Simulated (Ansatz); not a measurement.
Consider CdSe in the wurtzite structure (space group P6_3mc, No. 186; a = 4.383 Å, c = 7.154 Å).

Modification: cell and atoms relaxed at a pressure of 4.2 GPa.

Levels (all Ansatz, a program for electronic structure, PAW): PBE (420 eV, no SOC); r2SCAN (500 eV, no spin-orbit coupling); HSE06 (420 eV, without spin-orbit coupling); PBE+SOC (420 eV, spin-orbit coupling included).

At the geometry relaxed with PBE, these levels gave the following band gaps, in shuffled order: (a) 0.71 eV, (b) 1.66 eV, (c) 1.21 eV, (d) 0.59 eV.

### Question
Match each gap to its level.

### Answer
(a) PBE; (b) HSE06; (c) r2SCAN; (d) PBE+SOC.

Single points use the geometry relaxed with PBE. The spin-orbit shifts are approximate. Load acts through the strain it causes; cell and atoms are relaxed under it. Stability against distortions was not tested. Measured, CdSe leaves this structure (for rock salt) near 2.72 GPa (temperature not stated; as listed in Datta, Sujoy, Jana, Debnarayan, arXiv (2020)), on rising pressure, with hysteresis.
